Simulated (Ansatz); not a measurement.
The starting structures come from a database of crystals and need not be the phases stable at ambient conditions.

Inside the gap of an insulator the Bloch states are evanescent, with a wavenumber k + iκ along the transport direction.

Consider the following.

```
O2Te
1.0
    4.82587     0.00000     0.00000
    0.00000     7.65414     0.00000
    0.00000     0.00000     4.82587
Te O
4 8
Cartesian
  4.69437   0.00000   0.13150
  2.28143   1.91353   2.28143
  0.13150   3.82707   4.69437
  2.54444   5.74061   2.54444
  4.15271   6.24019   1.25444
  1.15850   0.49959   1.73977
  0.67316   2.41312   3.57143
  3.66737   4.32666   3.08610
  3.08610   7.15455   3.66737
  1.25444   5.24102   4.15271
  1.73977   3.32748   1.15850
  3.57143   1.41395   0.67316
```

Space group of this cell: P4_32_12. The cell is taken as given; by r2SCAN its mean pressure is 0.7 GPa.

Transport runs along the normal of the first two printed cell vectors, the (100) plane of the conventional cell.

The gap is the functional's own. No spin-orbit coupling. Mid-gap values are interpolated on the energy grid.

Give the band gap and the smallest decay constant κ at mid-gap that r2SCAN (Ansatz, a program for electronic structure) yields.

Gap 3.52 eV on a 6×4×6 mesh; κ = 0.415 1/Å, at (0.333, 0.000) of the in-plane reciprocal vectors. At the zone centre, at the nearest computed energy, the slowest state has κ = 0.44 1/Å.
